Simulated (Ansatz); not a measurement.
## A computed series for hypothetical R3c LaNbN3: response to strain

Consider LaNbN$_{3}$ (space group R3c, No. 161; a hypothetical phase, not in the database extracts checked).

```
LaNbN3
1.0
    2.90082     1.67479     4.68861
   -2.90082     1.67479     4.68861
    0.00000    -3.34958     4.68861
La Nb N
2 2 6
Direct
  0.53724   0.53724   0.53724
  0.03724   0.03724   0.03724
  0.78985   0.78985   0.78985
  0.28985   0.28985   0.28985
  0.98428   0.11486   0.55546
  0.55546   0.98428   0.11486
  0.11486   0.55546   0.98428
  0.05546   0.61486   0.48428
  0.61486   0.48428   0.05546
  0.48428   0.05546   0.61486
```

Cartesian axes are those of the cell as printed.

Strains are applied to the cell and any free atomic positions relax; under stress the whole cell relaxes.

Levels (all Ansatz, a program for electronic structure, PAW): PBE (420 eV, no spin-orbit coupling); PBEsol (420 eV, no SOC).

The base cell above is that of PBE; each level relaxes its own structures.

| case | shortest interatomic distance, PBE | shortest interatomic distance, PBEsol |
|---|---|---|
| uniaxial strain ε_yy = −1.26 % | 1.996 Å | 2.006 Å |
| uniaxial strain ε_yy = +0.97 % | 1.989 Å | 1.984 Å |
| uniaxial stress, 1 GPa compression along z | 2.011 Å | 2.013 Å |

The two levels differ by at most about 0.010 Å. They put the cases in the same order.

Stability under load was not tested beyond the relaxation. The final runs are not spin-polarised.
